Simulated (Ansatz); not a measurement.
Defect: Rh vacancy in fcc Rh, neutral cell. Method: PBE, PAW (plane waves to 420 eV; Ansatz, a program for electronic structure).

Settings: 32 host sites, the relaxed PBE lattice, a 3×3×3 k-point mesh shifted by half a step, smearing 0.10 eV, spin-restricted, no image-charge correction. Static, classical nuclei. Forms of the defect that were not tried may lie lower.

Barriers: single points on a 5×5×5 k-point mesh shifted by half a step at the bands' geometries (they differ from the bands' own by up to 0.09 eV, and are uncertain by about as much).

Relaxed starting cell (atoms counted from 1):

```
Rh
1.0
    7.66000     0.00000     0.00000
    0.00000     7.66000     0.00000
    0.00000     0.00000     7.66000
Rh
31
Direct
  0.99953   0.00034   0.50148
  0.99963   0.50039   0.00153
  0.99960   0.50038   0.50141
  0.49959   0.00037   0.00145
  0.49964   0.00036   0.50144
  0.49960   0.50038   0.00141
  0.49959   0.50037   0.50147
  0.99963   0.24855   0.24966
  0.99959   0.24865   0.75321
  0.99959   0.75217   0.24967
  0.99962   0.75210   0.75324
  0.49959   0.25024   0.25135
  0.49958   0.25028   0.75153
  0.49961   0.75046   0.25136
  0.49963   0.75049   0.75155
  0.24784   0.00032   0.24971
  0.24785   0.00035   0.75321
  0.24954   0.50038   0.25142
  0.24955   0.50039   0.75155
  0.75142   0.00033   0.24965
  0.75138   0.00036   0.75331
  0.74968   0.50029   0.25137
  0.74968   0.50036   0.75158
  0.24778   0.24855   0.00148
  0.24951   0.25024   0.50149
  0.24784   0.75209   0.00144
  0.24955   0.75049   0.50145
  0.75136   0.24866   0.00144
  0.74964   0.25028   0.50146
  0.75140   0.75216   0.00148
  0.74968   0.75044   0.50146
```

End state 1 differs by these moves (Å; atoms that move under 0.08 Å are left out):

```json
[
 {"atom": "10", "element": "Rh", "Δx": "0.00", "Δy": "1.89", "Δz": "-1.89"}
]
```

Task: What forward and backward barriers to end state 1 does PBE, PAW give?

Result: forward 1.84 eV, backward 1.84 eV; at the saddle point atom 10 has neighbours 4 Rh at 2.49, 4 Rh at 2.98 Å. The saddle point's order was not checked, and it lies on a symmetry element of the cell, where a band can be held.
